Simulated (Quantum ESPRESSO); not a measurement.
Input and output of a self-consistent single point for YMg14Co (P-6m2, 16 atoms in the cell) (Quantum ESPRESSO).

Computed with PBEsol, SSSP 1.1.2 efficiency (PBE) pseudopotentials (plane waves; Quantum ESPRESSO 7.5).

```
YMg14Co
1.0
    6.33037     0.00000     0.00000
   -3.16519     5.48226     0.00000
    0.00000     0.00000    10.17760
Y Mg Co
1 14 1
Direct
  0.00000   0.00000   0.00000
  0.01192   0.50596   0.00000
  0.49404   0.98808   0.00000
  0.49404   0.50596   0.00000
  0.99284   0.49642   0.50000
  0.50358   0.00716   0.50000
  0.50358   0.49642   0.50000
  0.15926   0.84074   0.27134
  0.68148   0.84074   0.72866
  0.15926   0.31852   0.27134
  0.15926   0.84074   0.72866
  0.68148   0.84074   0.27134
  0.15926   0.31852   0.72866
  0.66667   0.33333   0.23944
  0.66667   0.33333   0.76056
  0.00000   0.00000   0.50000
```

Reference input (self-consistent single point, DFT, PBEsol, plane waves, SSSP 1.1.2 efficiency (PBE) pseudopotentials): ecutwfc = 50 Ry; ecutrho = 400 Ry; occupations = smearing; smearing = marzari-vanderbilt; degauss = 0.0147 Ry; input_dft = pbesol; potentials = {Y: Y_pbe_v1.uspp.F.UPF, Mg: Mg.pbe-n-kjpaw_psl.0.3.0.UPF, Co: Co_pbe_v1.2.uspp.F.UPF}; K_POINTS = automatic 4 4 3 0 0 0; conv_thr = 1e-10 Ry. This run's input differs from it in these lines:

```diff
@@ -48,3 +48,3 @@
 K_POINTS {automatic}
-4 4 3  0 0 0
+4 4 2  0 0 0
```

The program printed (abridged):

```
     Self-consistent Calculation

     iteration #  1     ecut=    50.00 Ry     beta= 0.70

     negative rho (up, down):  4.310E-02 0.000E+00

     total energy              =    -838.09163441 Ry
     estimated scf accuracy    <       7.57091144 Ry

     iteration #  2     ecut=    50.00 Ry     beta= 0.70

     negative rho (up, down):  4.047E-02 0.000E+00

     total energy              =    -835.36854414 Ry
     estimated scf accuracy    <     230.69026519 Ry

     iteration #  3     ecut=    50.00 Ry     beta= 0.70

     negative rho (up, down):  4.078E-02 0.000E+00

     total energy              =    -843.15509811 Ry
     estimated scf accuracy    <      48.44004555 Ry

   [... 37 blocks of this kind left out ...]

     iteration # 41     ecut=    50.00 Ry     beta= 0.70

     negative rho (up, down):  4.279E-02 0.000E+00

     total energy              =    -843.88072558 Ry
     estimated scf accuracy    <          1.9E-10 Ry

     iteration # 42     ecut=    50.00 Ry     beta= 0.70

     negative rho (up, down):  4.279E-02 0.000E+00
     End of self-consistent calculation

     the Fermi energy is     4.5271 ev

!    total energy              =    -843.88072558 Ry
     estimated scf accuracy    <          7.0E-11 Ry
     smearing contrib. (-TS)   =       0.00621343 Ry
     internal energy E=F+TS    =    -843.88693900 Ry

     convergence has been achieved in  42 iterations

     negative rho (up, down):  4.279E-02 0.000E+00

     Forces acting on atoms (cartesian axes, Ry/au):

     atom    1 type  1   force =     0.00000000    0.00000000    0.00000000
     atom    2 type  2   force =    -0.00002331   -0.00001346    0.00000000
     atom    3 type  2   force =     0.00000000    0.00002691    0.00000000
     atom    4 type  2   force =     0.00002331   -0.00001346    0.00000000
     atom    5 type  2   force =    -0.00085818   -0.00049547   -0.00000000
   [... lines left out ...]
     Total force =     0.004911     Total SCF correction =     0.000002
   [... lines left out ...]

     negative rho (up, down):  4.279E-02 0.000E+00
          total   stress  (Ry/bohr**3)                   (kbar)     P=       -5.93
  -0.00002127   0.00000000   0.00000000           -3.13        0.00        0.00
   0.00000000  -0.00002127  -0.00000000            0.00       -3.13       -0.00
   0.00000000  -0.00000000  -0.00007844            0.00       -0.00      -11.54

   JOB DONE.
```

The run converged in 42 iterations. Against the reference run the free energy rises by 3.7 meV/atom, the pressure moves little (-0.58 to -0.59 GPa) and the largest force goes from 0.061 to 0.073 eV/Å.

The starting cell comes from a database of computed structures (which also holds hypothetical and non-ambient phases and stackings), without a prior relaxation at this level. Its lattice was rescaled by a random factor within 2.5 % of one. Spin polarisation is off.

Cost on one core of a shared machine: roughly 9 min.
